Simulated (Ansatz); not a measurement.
# Relaxation of the atoms of Ni2Ge (Pnma, 12 atoms in the cell) at several settings

```
Ni2Ge
1.0
    5.09766     0.00000     0.00000
    0.00000     3.78909     0.00000
    0.00000     0.00000     7.18067
Ni Ge
8 4
Direct
  0.17095   0.75000   0.44045
  0.82905   0.25000   0.55955
  0.32905   0.25000   0.94045
  0.67095   0.75000   0.05955
  0.54452   0.75000   0.70656
  0.45548   0.25000   0.29344
  0.95548   0.25000   0.20656
  0.04452   0.75000   0.79344
  0.21260   0.75000   0.11401
  0.78740   0.25000   0.88599
  0.28740   0.25000   0.61401
  0.71260   0.75000   0.38599
```

Base: r2SCAN, default PAW files made with PBE (Ansatz, a program for electronic structure). Its settings: basis.ecutwfc = 500 eV; kpoints.mp_grid.grid = 3 4 2; hamiltonian.xc = r2scan; hamiltonian.pseudopotentials = {kind: paw} (the program's default PAW files); scf.occupations.method = cold; scf.occupations.width = 0.1 eV. Starting volume 11.56 Å³ per atom.

Each line gives the change from the base single point and the result:

- atoms moved at random; relax: default → atoms; relax.f_tol: default → 0.1 eV/Å: pressure -0.02 GPa; largest force (vector length) 0.027 eV/Å; relaxation steps 4; free energy against the base single point -0.1 meV/atom.
- atoms moved at random; relax: default → atoms; relax.f_tol: default → 0.03 eV/Å: pressure -0.02 GPa; largest force (vector length) 0.027 eV/Å; relaxation steps 4; free energy against the base single point -0.1 meV/atom.
- atoms moved at random; scf.convergence.dr2_threshold: default (1e-07 eV) → 0.001 eV; relax: default → atoms; relax.f_tol: default → 0.03 eV/Å: pressure -0.02 GPa; largest force (vector length) 0.034 eV/Å; relaxation steps 3; free energy against the base single point -0.1 meV/atom.

The starting cell comes from a database of computed structures (which also holds hypothetical and non-ambient phases and stackings), without a prior relaxation at this level. Its lattice was rescaled by a random factor within 2.5 % of one. Spin polarisation is off. Ansatz's pressure includes its estimate of the finite-basis (Pulay) stress. Without a gap this mesh is coarse (it stands for a supercell whose shortest vector is 14 Å).

Keys are those of Ansatz 0.2.
